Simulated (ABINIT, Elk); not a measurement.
An ABINIT input for a self-consistent single point of Mg₂Zn (Cmcm, 6 atoms in the cell) (DFT, PBEsol, plane waves, PAW (JTH v2.0 PBE PAW, files made for PBE)):

```
# Mg2Zn, JTH v2.0 PBE PAW
pp_dirpath "./"
pseudos "Mg.GGA_PBE-JTH.xml, Zn.GGA_PBE-JTH.xml"
acell 3*1.0
rprim
         8.9826619553   -4.7455841791    0.0000000000
         8.9826619553    4.7455841791    0.0000000000
         0.0000000000    0.0000000000    8.9549207758
natom 6
ntypat 2
znucl 12 30
typat 1 1 1 1 2 2
xcart
        11.7703412665    2.8856948276    6.7161905819
         6.1949826441   -2.8856948276    2.2387301940
        11.7703412665   -2.8856948276    2.2387301940
         6.1949826441    2.8856948276    6.7161905819
         8.9826619553   -1.6653204001    6.7161905819
         8.9826619553    1.6653204001    2.2387301940
ecut 60 Ry
pawecutdg 120 Ry
pawxcdev 0
ixc -116133
occopt 7
tsmear 0.00999582
nband 41
kptopt 1
ngkpt 5 5 5
nshiftk 1
shiftk 0 0 0
nstep 50
tolvrs 1.0e-11
prtwf 0
prtden 0
enunit 1
```

Task: Translate this input to Elk.

Result: This is the input that was run; spellings and numerical settings could be chosen otherwise.

```
tasks
  0

xctype
  22

rgkmax
  8.0

gmaxvr
  14.0

nxlo
  2

lorbcnd
  .true.

lmaxi
  3

stype
  0

swidth
  0.00999582

scale
  1.889726125

avec
    4.7534200000   -2.5112550000    0.0000000000
    4.7534200000    2.5112550000    0.0000000000
    0.0000000000    0.0000000000    4.7387400000

atoms
  2   : nspecies
  'Mg.in'   : spfname
  4   : natoms; atposl, bfcmt below
  0.3511300000  0.9592100000  0.7500000000    0.0 0.0 0.0
  0.6488700000  0.0407900000  0.2500000000    0.0 0.0 0.0
  0.9592100000  0.3511300000  0.2500000000    0.0 0.0 0.0
  0.0407900000  0.6488700000  0.7500000000    0.0 0.0 0.0
  'Zn.in'   : spfname
  2   : natoms; atposl, bfcmt below
  0.6754600000  0.3245400000  0.7500000000    0.0 0.0 0.0
  0.3245400000  0.6754600000  0.2500000000    0.0 0.0 0.0

ngridk
  5 5 5
```

Basis settings and potentials, where a program has them, do not carry over. This input uses DFT, PBEsol, all-electron FP-LAPW, Elk's shipped species files, APW+lo basis with extra local orbitals.

The starting cell comes from a database of computed structures (which also holds hypothetical and non-ambient phases and stackings), without a prior relaxation at this level.
